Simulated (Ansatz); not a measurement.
## MoSi2: Si interstitial (started 1.69 Å from the nearest host atom)

The parent structure is an 18-atom supercell of MoSi$_{2}$ (space group I4/mmm, No. 139; a = 3.2170 Å, c = 7.8732 Å) at its relaxed geometry.

One thing is altered: one Si atom is added in an open site, starting 1.69 Å from the nearest host atom, atoms relaxed at fixed cell, starting from a slightly rattled geometry.

Level of theory: PBE (Ansatz, a program for electronic structure, PAW, no spin-orbit coupling), earlier PAW set. Settings: 6×6×6 k-points, 0.05 eV Fermi–Dirac smearing.

The largest displacement of a host atom from its site in the perfect cell amounts to 0.48 Å and the final site of the added atom amounts to 4 Si at 2.17–2.19 Å and 4 Mo at 2.52–2.55 Å.

The cell is small, so the values are those of an ordered compound at a high defect concentration; dilute-limit values will differ. All final runs are without spin polarisation. The defect cell is not spin-polarised.
